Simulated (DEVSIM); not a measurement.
Structure: Co/SiON/n-InP capacitor, at 300 K.

Layer 1 from the left is SiON, thickness (nm) 5.80. Layer 2 from the left is InP, thickness (nm) 14000, Nd (cm⁻³) 2e15.

Metal gate on the left, work function 5 eV. Fixed charge at the semiconductor interface 0 cm⁻² (in units of +e); no interface traps.

The device is made up for the run: typed textbook-type constants, with dimensions and the other settings drawn at random. Values at 300 K.

SiON: gap (eV) 7, affinity (eV) 1.4, permittivity 5.5. InP: gap (eV) 1.344, affinity (eV) 4.38, permittivity 12.5, Nc (cm⁻³) 5.7e17, Nv (cm⁻³) 1.1e19.

Question: Estimate by hand the flat-band voltage, the threshold voltage, and compare with a numerical solution.

Answer: 
- Flat-band voltage: C = 0.840 μF/cm², work-function difference 0.474 V; VFB = φms − qNf/C = 0.47 V; numerical 0.47 V.
- Threshold voltage: φF = 0.488 V, depletion charge √(4εqNφF) = 2.63e-8 C/cm²; VT = VFB − 2φF − Qd/C = -0.53 V; numerical -0.53 V.

Simulated with DEVSIM: 1D Poisson equation in equilibrium, Boltzmann statistics, complete ionisation; no quantum confinement or tunnelling. Metal contacts follow the ideal Schottky-Mott rule: no Fermi-level pinning, no interface dipoles.
